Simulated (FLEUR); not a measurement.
Input and output of a self-consistent single point for MoTe2 (P6_3/mmc, 6 atoms in the cell) (FLEUR).

Method of the run: PBE, all-electron FLAPW (FLEUR), scalar-relativistic valence in FLEUR.

The change in words: lattice scaled by 0.98. Reference geometry:
```
CELL_PARAMETERS angstrom
      1.75824    -3.04536     0.00000
      1.75824     3.04536     0.00000
      0.00000     0.00000    13.94604
ATOMIC_POSITIONS crystal
  Te 0.33333 0.66667 0.87900
  Te 0.66667 0.33333 0.37900
  Te 0.66667 0.33333 0.12100
  Te 0.33333 0.66667 0.62100
  Mo 0.33333 0.66667 0.25000
  Mo 0.66667 0.33333 0.75000
```

Reference input (self-consistent single point, DFT, PBE, all-electron FLAPW (FLEUR), scalar-relativistic valence): Kmax = 4.2 1/bohr; GmaxXC = 16.8 1/bohr; xcFunctional = pbe; jspins = 1; l_soc = F; mode = hist; fermiSmearingEnergy = 0.00183747 Htr; mesh (inpgen div1-3) = 6 6 2; inpgen gamma flag = true; Gmax = 16.8 1/bohr; numbands = 0; maxIterBroyd = 99. This run's input differs from it in these lines:

```diff
@@ -3,5 +3,5 @@
 &input film=f /
-3.3225920549 -5.7548982519 0.0000000000
-3.3225920549 5.7548982519 0.0000000000
-0.0000000000 0.0000000000 26.3541961231
+3.2561401448 -5.6398001674 0.0000000000
+3.2561401448 5.6398001674 0.0000000000
+0.0000000000 0.0000000000 25.8271118227
 1.0
@@ -47,5 +47,5 @@
          <bravaisMatrix>
-            <row-1>    3.3225920548999999    -5.7548982519000003     0.0000000000000000</row-1>
-            <row-2>    3.3225920548999999     5.7548982519000003     0.0000000000000000</row-2>
-            <row-3>    0.0000000000000000     0.0000000000000000    26.3541961230999995</row-3>
+            <row-1>    3.2561401447999998    -5.6398001673999998     0.0000000000000000</row-1>
+            <row-2>    3.2561401447999998     5.6398001673999998     0.0000000000000000</row-2>
+            <row-3>    0.0000000000000000     0.0000000000000000    25.8271118227000009</row-3>
          </bravaisMatrix>
```

Log, with long lists cut:

```
 Iteration:     1   Distance:       8.14993845 me/bohr^3
 Iteration:     2   Distance:       7.55351036 me/bohr^3
 Iteration:     3   Distance:       4.30105855 me/bohr^3
 Iteration:     4   Distance:       2.83055958 me/bohr^3
 Iteration:     5   Distance:       2.55575296 me/bohr^3
   [... 9 lines left out ...]
 Iteration:    15   Distance:       0.00008305 me/bohr^3
 Iteration:    16   Distance:       0.00002471 me/bohr^3
 Iteration:    17   Distance:       0.00002743 me/bohr^3
 Iteration:    18   Distance:       0.00000243 me/bohr^3
 Reset of history
 Run finished successfully
 Stop message:
   Structural relaxation: new displacements generated

[file out, last iteration]
             iter=     19
[...]
          total density-effective poten   -5.8439287622E+04
          total charge density-energy d   -9.5287326013E+02
 Updated energy parameters for spin:           1
[...]
 fermi energy and band-weighting factors:
   [... 6 lines left out ...]

[...]
FERMIE:
          first approx. to ef    (T=0)  :   0.390199 htr   (energy of the highest occ. eigenvalue)
          number of occ. states  (T=0)  :        644
          first approx. to seigv (T=0)  : -48.751379 htr
          sum of weights of occ. states :  46.000000
          sum of semicore charge        :   0.000000 e
FERHIS:  Fermi-Energy by histogram:
          bandgap                     :   0.029964 htr
   [... lines left out ...]
          charge neutrality (T=0)     :   0.000000    (zero if the highest occ. eigenvalue is "entirely" occupied)
 Direct bandgap for spin            1 :    4.1533387785501696E-002  Htr
 ---->    free energy=                    -35286.8610791500 htr
   [... lines left out ...]
      extrapolation for T->0
 ---->    total electron energy=          -35286.8610791500 htr
 ***** TOTAL FORCES ON ATOMS *****
 TOTAL FORCE FOR ATOM TYPE=  1  X=  0.000   Y= -3.760   Z= -3.125
                       FX_TOT= 0.000000 FY_TOT= 0.000000 FZ_TOT= 0.023328
 TOTAL FORCE FOR ATOM TYPE=  2  X=  0.000   Y= -3.760   Z=  6.457
                       FX_TOT= 0.000000 FY_TOT= 0.000000 FZ_TOT= 0.000000
```

The run converged in 18 iterations. FLEUR gives forces in its relaxation mode, with a further iteration, so its stop message speaks of a relaxation. Against the reference run the free energy rises by 64.0 meV/atom, the largest force goes from 0.256 to 1.200 eV/Å and the gap on the mesh moves little (0.820 to 0.815 eV).

The starting cell has typed, rounded lattice constants, without a prior relaxation at this level. Its lattice was rescaled by a random factor within 2.5 % of one. For this run, on top of that: lattice scaled by 0.98. Spin-orbit coupling is off. Values depend on the basis (sphere radii, cutoffs, local orbitals), which need not be converged. Forces in this geometry exceed 1 eV/Å.

Cost on one core of a shared machine: roughly 4 min.
